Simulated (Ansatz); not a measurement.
Ti5Te4 (I4/m, No. 87) was calculated with PBEsol-D3(BJ) in Ansatz (PAW).

Numerical settings: plane-wave cutoff 520 eV, 16×16×16 k mesh, Fermi–Dirac smearing 0.05 eV, no spin polarisation, scalar-relativistic PAW data made under PBE.

The volume scan:

```json
[
 {"V (Å³/atom)": "18.724", "E − E_lowest (meV/atom)": "9.63", "P (GPa)": "4.12"},
 {"V (Å³/atom)": "19.115", "E − E_lowest (meV/atom)": "2.30", "P (GPa)": "1.94"},
 {"V (Å³/atom)": "19.505", "E − E_lowest (meV/atom)": "0.00", "P (GPa)": "-0.01"},
 {"V (Å³/atom)": "19.895", "E − E_lowest (meV/atom)": "2.18", "P (GPa)": "-1.74"},
 {"V (Å³/atom)": "20.285", "E − E_lowest (meV/atom)": "8.34", "P (GPa)": "-3.29"}
]
```

### Question
Estimate the bulk modulus from the pressures at 19.115 and 19.895 Å³/atom, and compare it with a fit to all energies.

### Answer
B = −V dP/dV. Between V = 19.115 and 19.895 Å³/atom, dP/dV = (-1.74 − (1.94))/(19.895 − 19.115) = -4.72 GPa per Å³/atom; at the midpoint 19.505 Å³/atom this gives B ≈ 92.0 GPa. The third-order Birch–Murnaghan fit gives V0 = 19.503 Å³/atom, B0 = 91.9 GPa, B′ = 4.8, which lies within 1 % of that estimate.

Shape and atoms are relaxed at each volume.

Note: the volume lies 10 % below that of the published cell; the bulk modulus comes from volumes at which shape and atoms were relaxed.

Spin–orbit coupling is not included; it can open a gap where bands touch, and shift volumes and moduli.

Computed values are for the static lattice.

The result took roughly 2.9 core-hours.

Ansatz is a first-principles code.
